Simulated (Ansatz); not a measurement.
Mg2Sn, response to strain

The parent structure is Mg2Sn (space group Fm-3m, No. 225; a = 6.747 Å; relaxed with 0.1 eV smearing).

Strains are applied to the cell and any free atomic positions relax.

All numbers come from plane-wave PAW DFT at the PBEsol level (Ansatz, a program for electronic structure, 420 eV), no spin-orbit coupling.

Notes on the quantities. energy relative to the base: free energy F.

```json
[
 {"variant": "base", "pressure": "0.0 GPa", "energy relative to the base": "0 meV/atom", "volume per atom": "25.60 Å³"},
 {"variant": "isotropic strain −3.00 %", "pressure": "4.8 GPa", "energy relative to the base": "+31 meV/atom", "volume per atom": "23.36 Å³"},
 {"variant": "isotropic strain −2.50 %", "pressure": "3.9 GPa", "energy relative to the base": "+21 meV/atom", "volume per atom": "23.72 Å³"},
 {"variant": "isotropic strain −2.00 %", "pressure": "3.0 GPa", "energy relative to the base": "+13 meV/atom", "volume per atom": "24.09 Å³"},
 {"variant": "isotropic strain −1.00 %", "pressure": "1.4 GPa", "energy relative to the base": "+3.2 meV/atom", "volume per atom": "24.84 Å³"},
 {"variant": "isotropic strain −0.50 %", "pressure": "0.7 GPa", "energy relative to the base": "+0.8 meV/atom", "volume per atom": "25.21 Å³"},
 {"variant": "isotropic strain +0.50 %", "pressure": "-0.6 GPa", "energy relative to the base": "+0.8 meV/atom", "volume per atom": "25.98 Å³"},
 {"variant": "isotropic strain +1.00 %", "pressure": "-1.2 GPa", "energy relative to the base": "+3.0 meV/atom", "volume per atom": "26.37 Å³"},
 {"variant": "isotropic strain +1.50 %", "pressure": "-1.8 GPa", "energy relative to the base": "+6.7 meV/atom", "volume per atom": "26.77 Å³"},
 {"variant": "isotropic strain +2.00 %", "pressure": "-2.3 GPa", "energy relative to the base": "+12 meV/atom", "volume per atom": "27.16 Å³"}
]
```

Whether these cells are dynamically stable was not tested.
